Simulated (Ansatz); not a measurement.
# GaN under a change: uniaxial strain ε_xx = −2.40 %

Start from GaN in the wurtzite structure (space group P6_3mc, No. 186; a = 3.183 Å, c = 5.185 Å). Axes: x lies along a and z along c of the hexagonal cell.

Modification: uniaxial strain ε_xx = −2.40 %, all other strain components held at zero, atoms relaxed at fixed cell.

The values are results of PBEsol in Ansatz (plane waves to 420 eV, PAW, no SOC), not measurements. Γ-centred 12×12×7 mesh, Fermi–Dirac width 0.05 eV.

| quantity | base | changed | shift |
|---|---|---|---|
| volume per atom | 11.37 Å³ | 11.10 Å³ | -0.27 Å³ |
| space group | P6_3mc (No. 186) | Cmc2_1 (No. 36) | – |
| energy relative to the base (free energy F) | 0 meV/atom | +7.3 meV/atom | +7.3 meV/atom |
| pressure (mean of the normal stresses, compression positive) | 0.00 GPa | 4.79 GPa | +4.79 GPa |
| band gap | 1.88 eV | 1.90 eV | +0.027 eV |
| gap character | direct at Γ | direct at Γ | – |
| electron mass | 0.16 mₑ along c, 0.17 mₑ across (at Γ) | 0.16 mₑ along z, 0.18 mₑ across (at Γ) | – |
| valence-band top at Γ (three highest levels, from the VBM) | 0.00, 0.00, -0.04 eV | 0.00, -0.15, -0.20 eV | – |
| largest internal atomic displacement | – | 0.015 Å | – |
| stress (xx, yy, zz, yz, xz, xy; compression positive) | – | (8.71, 3.29, 2.36, 0.00, 0.00, 0.00) GPa | – |

Masses are band curvatures over ±0.01 Å⁻¹ around the edge. Stability against distortions was not tested. Labels are those of the standard path for the cell's own space group.

Ansatz is a quantum-chemistry and plane-wave program.
